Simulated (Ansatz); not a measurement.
Given:

```
GaP
1.0
    0.00000     2.71917     2.71917
    2.71917     0.00000     2.71917
    2.71917     2.71917     0.00000
P Ga
1 1
Cartesian
  4.07875   4.07875   4.07875
  0.00000   0.00000   0.00000
```

A single point on InP with a change (In → Ga), its geometry relaxed with PBEsol.

Method: DFT with PBEsol, PAW potentials and a 420 eV plane-wave cutoff in Ansatz (a program for electronic structure), spin-orbit coupling included. Γ-centred 11×11×11 mesh, Fermi–Dirac width 0.05 eV.

### Question
Predict the smallest direct gap and valence-band top at Γ.

### Answer
The smallest direct gap is 1.77 eV and the valence-band top at Γ (three highest Kramers pairs, from the VBM) is 0.00, 0.00, -0.09 eV.

Single points use the geometry relaxed with PBEsol. Whether these cells are dynamically stable was not tested. The cell was made from InP by this change: In → Ga.
